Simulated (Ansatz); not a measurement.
The structure below was relaxed with PBEsol-D3(BJ)/PAW in Ansatz (an electronic-structure program), scalar-relativistic without spin-orbit coupling.

```xyz
2
Lattice="0.0000 2.7243 2.7243 2.7243 0.0000 2.7243 2.7243 2.7243 0.0000" Properties=species:S:1:pos:R:3 pbc="T T T"
Sn     2.7243     2.7243     2.7243
P      0.0000     0.0000     0.0000
```

Q: Find the space group and the Wyckoff positions.

A: Space group Fm-3m (No. 225); a = 5.4486 Å, b = 5.4486 Å, c = 5.4486 Å, α = 90.00°, β = 90.00°, γ = 90.00°

```json
[
 {"atom": "Sn", "site": "4b", "symmetry": "m-3m", "x": "0.5000", "y": "0.5000", "z": "0.5000"},
 {"atom": "P", "site": "4a", "symmetry": "m-3m", "x": "0.0000", "y": "0.0000", "z": "0.0000"}
]
```

Q: Describe the coordination.

A: The crystal has 8 atoms in its conventional cell. Conventional cell: a = 5.449 Å, b = 5.449 Å, c = 5.449 Å, α = 90.00°, β = 90.00°, γ = 90.00°. Sn is coordinated by 6 P at 2.724 Å (octahedral). P is coordinated by 6 Sn at 2.724 Å (octahedral). (Neighbours: up to the widest gap in distance over summed covalent radii, below 1.35, at either atom; cation-cation and far metal-metal contacts left out.)

Stability against distortions was not tested. The final runs are not spin-polarised. An odd electron count without spin: SnP. The cell was made from SnS by this change: S → P; the result is a model cell, its experimental status unchecked.
